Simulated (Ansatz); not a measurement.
Input:

```xyz
2
Lattice="3.1116 0.0000 0.0000 0.0000 3.1116 0.0000 1.5558 -1.5558 2.2959" Properties=species:S:1:pos:R:3 pbc="T T T"
B      0.0000     0.0000     0.0000
P      3.1116     1.5558     1.1480
```

No spin polarisation.

Level of theory: Ansatz (a first-principles code) r2SCAN, scalar-relativistic without spin-orbit coupling. Settings: 12×12×12 k-points, 0.05 eV Fermi–Dirac smearing.

Task: Predict the smallest direct gap, band gap, in-plane stress and valence-band top at Γ.

Result: 
* **Smallest direct gap**: 3.45 eV
* **Band gap**: 1.00 eV
* **Mean in-plane stress (compression positive)**: +13.5 GPa
* **Valence-band top at Γ (three highest levels, from the VBM)**: 0.00, 0.00, -0.48 eV

The cells carry an imposed strain or load. Whether these cells are dynamically stable was not tested. The cell was made from BP in the zinc blende structure (space group F-43m, No. 216) by this change: biaxial strain −3.00 %, plane normal [001], relaxed out of plane.
